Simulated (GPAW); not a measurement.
Input and output of a self-consistent single point for Yb (Fm-3m, 1 atom in the cell) (GPAW).

Level of theory: PBE, GPAW PAW datasets PBE (gpaw-data 1.0.1) (plane waves; GPAW 25.7.0).

```xyz
1
Lattice="0.0000 2.7519 2.7519 2.7519 0.0000 2.7519 2.7519 2.7519 0.0000" Properties=species:S:1:pos:R:3 pbc="T T T"
Yb     0.0000     0.0000     0.0000
```

Reference input (self-consistent single point, DFT PBE, plane waves, GPAW PAW datasets PBE (gpaw-data 1.0.1)): mode = pw; ecut = 850 eV; xc = PBE; kpts = 7 7 7; mesh shift (steps) = 0 0 0; occupations.name = fermi-dirac; occupations.width = 0.1 eV; nbands = -7; convergence.density = 1e-05 e/electron; symmetry.symmorphic = false; symmetry.tolerance = 0.0005; maxiter = 150. This run's input differs from it in these lines:

```diff
@@ -13,3 +13,3 @@
             xc='PBE',
-            kpts=(7, 7, 7),
+            kpts={'size': (6, 6, 6), 'gamma': True},
             occupations={'name': 'fermi-dirac', 'width': 0.1},
```

The program printed (abridged):

```
     iter     time        total  log10-change:
                         energy   eigst   dens
iter:   1 --:--:--    -4.762987
iter:   2 --:--:--    -1.408243   -0.61  -0.92
iter:   3 --:--:--    -1.310691   -2.83  -1.79
iter:   4 --:--:--    -5.786358   -0.57  -1.82
iter:   5 --:--:--    -1.180863   -0.70  -0.88
iter:   6 --:--:--    -1.182598   -2.22  -2.30
iter:   7 --:--:--    -1.156624   -3.30  -2.29
iter:   8 --:--:--    -1.153287   -4.41  -2.66
iter:   9 --:--:--    -1.157923c  -4.39  -2.71
iter:  10 --:--:--    -1.144875   -3.34  -2.66
iter:  11 --:--:--    -1.156721   -3.52  -2.39
iter:  12 --:--:--    -1.154898c  -5.44  -3.11
iter:  13 --:--:--    -1.147883c  -3.88  -3.18
iter:  14 --:--:--    -1.154950c  -4.11  -2.69
iter:  15 --:--:--    -1.154734c  -5.77  -4.11
iter:  16 --:--:--    -1.154751c  -6.88  -4.40
iter:  17 --:--:--    -1.154648c  -7.83c -4.33
iter:  18 --:--:--    -1.154683c  -8.64c -4.58
iter:  19 --:--:--    -1.154677c  -8.65c -4.51
iter:  20 --:--:--    -1.154692c  -8.97c -4.49
iter:  21 --:--:--    -1.154617c  -7.90c -4.48
iter:  22 --:--:--    -1.154613c  -9.71c -4.61
iter:  23 --:--:--    -1.154612c  -7.89c -4.66
iter:  24 --:--:--    -1.154609c  -9.72c -5.60c
Converged after 24 iterations.

Dipole moment: (-0.000000, 0.000000, 0.000000) |e|*Ang

Energy contributions relative to reference atoms: (reference = -382585.272641)

Kinetic:        -25.822454
Potential:      +24.269457
External:        +0.000000
XC:              +0.194317
Entropy (-ST):   -0.102869
Local:           +0.255506
SIC:             +0.000000
--------------------------
Free energy:     -1.206043
Extrapolated:    -1.154609

Showing only first 2 kpts
 Kpt  Band  Eigenvalues  Occupancy
  0    10      4.81999    1.97609
  0    11      4.81999    1.97609
  0    12      8.03197    0.00000
  0    13      8.03197    0.00000

  1    10      4.79994    1.98039
  1    11      4.80145    1.98009
  1    12      7.20785    0.00000
  1    13      8.41587    0.00000

Fermi level: 5.26144

Gap: 0.142 eV
Transition (v -> c):
  (s=0, k=8, n=11, [0.50, 0.33, -0.33]) -> (s=0, k=8, n=12, [0.50, 0.33, -0.33])
No difference between direct/indirect transitions
Energy (eV): -1.154609

Forces in eV/Ang:
  0 Yb    0.00000   -0.00000   -0.00000

Stress tensor:
     0.012302    -0.000000    -0.000000
    -0.000000     0.012302     0.000000
    -0.000000     0.000000     0.012302
Stress (GPa, Voigt): [ 1.971  1.971  1.971  0.    -0.    -0.   ]
```

The run converged in 24 iterations. GPAW prints stress with tension positive. Against the reference run the free energy goes up by 15.6 meV/atom and the pressure hardly changes (-2.01 to -1.97 GPa).

The starting cell comes from a database of computed structures (which also holds hypothetical and non-ambient phases and stackings), without a prior relaxation at this level. Its lattice was rescaled by a random factor within 2.5 % of one. Spin-orbit coupling is off. Spin polarisation is off. The log's line on a gap gives a spacing of levels on this mesh, which the program prints for metals too.

Cost on one core of a shared machine: roughly 40 s.
